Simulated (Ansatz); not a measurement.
Si on the Al site + N vacancy (Si_Al+V_N) in wurtzite AlN

Method: PBE, PAW (plane waves to 420 eV; Ansatz, a quantum-chemistry and plane-wave program). The supercell holds 96 host sites (3×2×2 repeats of the unit cell), with a 2×2×2 shifted k-point sampling for the final energies. Sites at the start: the Al site; N 1.90 Å away. Charged cells carry a point-charge image correction with potential alignment at far atoms. Dielectric constants: PBE linear response of the host. Host gap at this level: 4.03 eV. A cell of this size leaves errors of a few tenths of an eV. PBE underestimates the host's gap, which shifts levels and can delocalise carriers. Spin–orbit coupling is left out. Each state is the lowest found from its start.

Formation energies E_f are given with the Fermi level at the valence-band maximum. Chemical conditions: N-rich (Δμ(Al) = -2.74 eV, Δμ(N) = 0.00 eV, Δμ(Si) = -2.47 eV, bounded by beta Si3N4; only phases computed here count, gases as isolated molecules at 0 K). Reference phases: Al: fcc Al, N: N2 molecule in a box, Si: silicon.

```csv
charge,moment (μB),largest move off a lattice site (Å),image correction with alignment (eV),"E_f, N-rich (eV)"
+2,not spin-polarised,0.16,0.72,1.78
+1,1.0,0.09,0.15,4.01
0†,not spin-polarised,0.20,0.00,6.78
−1,1.0,0.35,0.27,10.58
```

† Not settled in this cell, so no level is given: charge 0: no spin-polarised start tried.

Transition levels above the valence-band maximum: ε(+2/+1) = 2.23 eV. With a charge missing or unsettled, these needn't be thermodynamic levels.

Flagged in the runs: a host whose relaxation on this sampling wasn't shown to rest, a strain field that reaches the edge of the cell.

All states together cost about 3 core-hours (a rough figure).
